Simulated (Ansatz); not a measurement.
Base system: BeTe in the zinc blende structure (space group F-43m, No. 216; a = 5.657 Å).

The values are results of r2SCAN (Ansatz, an electronic-structure program; PAW; 500 eV plane waves; without spin-orbit coupling), not measurements.

For the base:

* **Electron mass**: 2.1 mₑ along k, 0.25 mₑ across (at X)
* **Pressure**: 0.00 GPa

Now apply this change: every lattice vector is shortened by 1.73 %; the atoms relax in the strained cell.

### Question
What happens to the mean gap deformation potential ΔEg/Δln V, energy relative to the base, electron mass and pressure?

### Answer
The mean gap deformation potential ΔEg/Δln V comes out as +2.5 eV; the energy rises by 12 meV/atom; the electron mass becomes 1.8 mₑ along k, 0.24 mₑ across (at X) (base: 2.1 mₑ along k, 0.25 mₑ across (at X)); the pressure goes from zero to 3.45 GPa.

With Te present, leaving out spin-orbit coupling can change the band edges. Masses are band curvatures over ±0.01 Å⁻¹ around the edge. Along k means along the line from Γ to the band edge. Whether these cells are dynamically stable was not tested.
